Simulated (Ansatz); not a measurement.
The reference is Sc (space group P6_222, No. 180; a = 3.197 Å, c = 8.034 Å; a cell from a computed database, its experimental status unchecked).

Calculations: PBEsol (Ansatz, a program for electronic structure; PAW; 420 eV plane waves; without spin-orbit coupling).

One change was made to it. Results:

| quantity | base | after |
|---|---|---|
| c/a ratio | 2.513 | 2.369 |
| shortest interatomic distance | 3.119 Å | 3.409 Å |

Question: Which change produced these results?
(A) Sc → In
(B) Sc → La
(C) Sc → Y

Answer: B, Sc → La. For comparison, the c/a ratio in the other runs: Sc → In gives 2.504; Sc → Y gives 2.487.

Stability against distortions was not tested. As relaxed here, La, In and Y are hypothetical phases, not in the database extracts checked. The base started in P6_122 and relaxed to P6_222 at this level. All final runs are without spin polarisation. Sc and Y have a high density of states at the Fermi level and may be magnetic at this level. This is not the structure that Sc has at room temperature and ambient pressure.
